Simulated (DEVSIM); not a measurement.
Structure: abrupt Si p-n junction, at 250 K.

Layer 1 from the left is Si, thickness (μm) 0.360, Na (cm⁻³) 2.1e17, τn (s) 3.6e-5, τp (s) 3.6e-5. Layer 2 from the left is Si, thickness (μm) 0.940, Nd (cm⁻³) 8e15, τn (s) 3.6e-5, τp (s) 3.6e-5.

Left contact: ohmic. Right contact: ohmic. Voltage is applied to the left contact. Recombination: SRH at mid-gap. Mobility is constant in doping.

Constants are typed, rounded textbook-type inputs, not results; the design itself was drawn at random and stands for no fabricated device. Values at 300 K; Nc and Nv go as T^1.5, mobilities as T to minus their exponent, the gap by Varshni's rule with the affinity fixed.

Si: gap (eV) 1.124, affinity (eV) 4.05, permittivity 11.7, Nc (cm⁻³) 2.86e19, Nv (cm⁻³) 3.1e19, μn (cm²/Vs) 1417, μp (cm²/Vs) 470, T exponent of μn 2.3, T exponent of μp 2.2, Varshni α (eV/K) 0.000473, Varshni β (K) 636.

Question: Estimate by hand the built-in potential, the peak field at zero bias, the capacitance at -0.75 V, and compare with a numerical solution.

Answer: 
- Built-in potential: ni = √(Nc Nv) exp(−Eg/2kT) = 8.01e7 cm⁻³ with Eg = 1.136 eV; Vbi = kT/q ln(Na Nd/ni²) = 0.864 V; numerical 0.864 V.
- Peak field at zero bias: depletion approximation: W = √(2εVbi/(qN)) = 0.381 μm with N = 7.71e15 cm⁻³; field = 2Vbi/W = 45400 V/cm; numerical 45700 V/cm (estimate below by 0.59 %).
- Capacitance at -0.75 V: C = √(qεN / 2(Vbi + |V|)) = 19.9 nF/cm²; numerical 20.2 nF/cm² (estimate below by 1.3 %).

Simulated with DEVSIM: 1D drift-diffusion, Boltzmann statistics, complete ionisation; no tunnelling, impact ionisation, image-force lowering or self-heating.
